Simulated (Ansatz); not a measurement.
Pressure series in LaWN3

The parent structure is LaWN3 (space group Amm2, No. 38; a = 3.969 Å, b = 7.820 Å, c = 8.187 Å; a cell from a computed database, its experimental status unchecked).

Cell and atoms are relaxed at each pressure.

The values are results of PBEsol (Ansatz, a quantum-chemistry and plane-wave program), scalar-relativistic without spin-orbit coupling, not measurements.

Notes on the quantities. enthalpy: H = E + PV relative to the base's energy.

```json
[
 {"case": "base", "volume per atom": "12.70 Å³", "enthalpy": "–"},
 {"case": "pressure −2 GPa", "volume per atom": "12.89 Å³", "enthalpy": "-0.16 eV/atom"},
 {"case": "pressure −1 GPa", "volume per atom": "12.79 Å³", "enthalpy": "-0.08 eV/atom"},
 {"case": "pressure 0.3 GPa", "volume per atom": "___", "enthalpy": "+0.02 eV/atom"},
 {"case": "pressure 0.7 GPa", "volume per atom": "___", "enthalpy": "+0.06 eV/atom"},
 {"case": "pressure 1.5 GPa", "volume per atom": "12.59 Å³", "enthalpy": "+0.12 eV/atom"},
 {"case": "pressure 3 GPa", "volume per atom": "___", "enthalpy": "+0.24 eV/atom"},
 {"case": "pressure 5 GPa", "volume per atom": "___", "enthalpy": "+0.39 eV/atom"},
 {"case": "pressure 7.5 GPa", "volume per atom": "12.23 Å³", "enthalpy": "+0.58 eV/atom"},
 {"case": "pressure 10 GPa", "volume per atom": "12.10 Å³", "enthalpy": "+0.77 eV/atom"}
]
```

Question: What belongs in the blanks?

Answer: 
- pressure 0.3 GPa, volume per atom: 12.68 Å³
- pressure 0.7 GPa, volume per atom: 12.65 Å³
- pressure 3 GPa, volume per atom: 12.49 Å³
- pressure 5 GPa, volume per atom: 12.37 Å³

Load acts through the strain it causes; cell and atoms are relaxed under it. Whether these cells are dynamically stable was not tested. Competing high-pressure phases were not computed. All final runs are without spin polarisation.
